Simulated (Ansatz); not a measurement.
C on the 1x1 (0001) surface of hcp Co, ferromagnetic, one in a 2x1 cell, energies for each (10.8 Å²). Energies are against an atom of graphite, without zero-point or thermal terms; each row is named by its start. No converged result for: 1 more start.

These are PBE (plane waves to 420 eV, PAW; Ansatz, a program for electronic structure) values and carry that method's errors.

Slab: 9 atoms, 6.0 Å thick at the start under the adsorbate (thin: gaps and levels are the slab's own); k 7x14x1, smearing 0.1 eV, dipole-corrected; 4 atoms held, the rest relaxed; each run with such symmetry as its start has; spin-polarised, no spin-orbit, no U, no dispersion correction.

A negative adsorption energy means that the adsorbate is more stable on the surface than in its reference. Starts that drift may end in the same place. Heights count from the host atoms within 0.3 Å of the top one.

```csv
starting site,E_ads (eV),height (Å),nearest host atom (Å),bonded to,Δ work function (eV),lateral drift (Å),moment (μB)
hollow Co-Co-Co,1.66,1.03,Co 1.74,3 Co,0.89,0.1,11.4
hollow Co-Co-Co over Co at depth 2.0 Å,1.49,1.01,Co 1.75,3 Co,0.84,0.1,11.3
bridge Co-Co (span 2.5 Å),1.49,1.01,Co 1.75,3 Co,0.84,0.8,11.3
```
